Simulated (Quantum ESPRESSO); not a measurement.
# Converging shifted k-point meshes: Li (Im-3m, 1 atom in the cell)

```
CELL_PARAMETERS angstrom
      1.75023     1.75023     1.75023
     -1.75023     1.75023     1.75023
     -1.75023    -1.75023     1.75023
ATOMIC_POSITIONS crystal
  Li 0.00000 0.00000 0.00000
```

Level of theory: PBEsol, PseudoDojo standard norm-conserving (PBESOL) pseudopotentials (plane waves; Quantum ESPRESSO).

Base settings: ecutwfc = 75 Ry; occupations = smearing; smearing = gaussian; degauss = 0.0073499 Ry; potentials = {Li: Li.upf}; K_POINTS = automatic 13 13 13 0 0 0; conv_thr = 1e-09 Ry; mixing_beta = 0.4.

Only quantities that move along the ladder and can be compared are tabulated.

The count of work is k-points × plane waves × bands × iterations; it is no time. Core times come from one kind of shared machine, to one figure; runs under 30 s give none.

The starting cell has typed, rounded lattice constants, without a prior relaxation at this level. Its lattice was rescaled by up to half a per cent.

Steps (K_POINTS): automatic 2 2 2 1 1 1; automatic 3 3 3 1 1 1; automatic 4 4 4 1 1 1; automatic 5 5 5 1 1 1; automatic 6 6 6 1 1 1; automatic 7 7 7 1 1 1; automatic 8 8 8 1 1 1; automatic 9 9 9 1 1 1; automatic 10 10 10 1 1 1; automatic 11 11 11 1 1 1; automatic 13 13 13 1 1 1; automatic 14 14 14 1 1 1; automatic 15 15 15 1 1 1; automatic 17 17 17 1 1 1; automatic 19 19 19 1 1 1; automatic 21 21 21 1 1 1; automatic 23 23 23 1 1 1; automatic 26 26 26 1 1 1; automatic 29 29 29 1 1 1; automatic 32 32 32 1 1 1; automatic 35 35 35 1 1 1; automatic 39 39 39 1 1 1; automatic 43 43 43 1 1 1.

What is the coarsest K_POINTS that holds the free energy within 2 meV/atom of the last step, with all finer ones?

automatic 11 11 11 1 1 1, at 0.028 of the last step's count of work; the step before is off by 3.4 meV/atom.

What is the coarsest K_POINTS that holds the pressure within 0.5 GPa of the last step, with all finer ones?

automatic 3 3 3 1 1 1, at 0.0020 of the last step's count of work; the step before is off by 1.2 GPa.

| K_POINTS | free energy less the last step's (meV/atom) | pressure (GPa) | count of work / last | core time / last (rough) |
|---|---|---|---|---|
| automatic 2 2 2 1 1 1 | 189.69 | 0.46 | 0.00096 | – |
| automatic 3 3 3 1 1 1 | 42.44 | -0.44 | 0.0020 | – |
| automatic 4 4 4 1 1 1 | 15.36 | -0.65 | 0.0029 | – |
| automatic 5 5 5 1 1 1 | 45.90 | -0.61 | 0.0049 | – |
| automatic 6 6 6 1 1 1 | -22.58 | -0.81 | 0.0081 | – |
| automatic 7 7 7 1 1 1 | 19.28 | -0.58 | 0.0099 | – |
| automatic 8 8 8 1 1 1 | -14.64 | -0.84 | 0.015 | – |
| automatic 9 9 9 1 1 1 | 4.46 | -0.65 | 0.017 | – |
| automatic 10 10 10 1 1 1 | -3.37 | -0.76 | 0.021 | – |
| automatic 11 11 11 1 1 1 | -0.24 | -0.71 | 0.028 | – |
| automatic 13 13 13 1 1 1 | -0.79 | -0.74 | 0.050 | – |
| automatic 14 14 14 1 1 1 | -0.90 | -0.73 | 0.058 | – |
| automatic 15 15 15 1 1 1 | 0.04 | -0.73 | 0.059 | – |
| automatic 17 17 17 1 1 1 | -0.21 | -0.72 | 0.082 | – |
| automatic 19 19 19 1 1 1 | -0.64 | -0.72 | 0.11 | – |
| automatic 21 21 21 1 1 1 | -0.69 | -0.73 | 0.14 | – |
| automatic 23 23 23 1 1 1 | -0.37 | -0.73 | 0.18 | – |
| automatic 26 26 26 1 1 1 | 0.05 | -0.72 | 0.24 | 0.3 |
| automatic 29 29 29 1 1 1 | -0.08 | -0.73 | 0.34 | 0.4 |
| automatic 32 32 32 1 1 1 | -0.03 | -0.72 | 0.43 | 0.4 |
| automatic 35 35 35 1 1 1 | 0.06 | -0.72 | 0.56 | 0.6 |
| automatic 39 39 39 1 1 1 | 0.01 | -0.72 | 0.76 | 0.9 |
| automatic 43 43 43 1 1 1 | 0.00 | -0.72 | 1.0 | 1 |
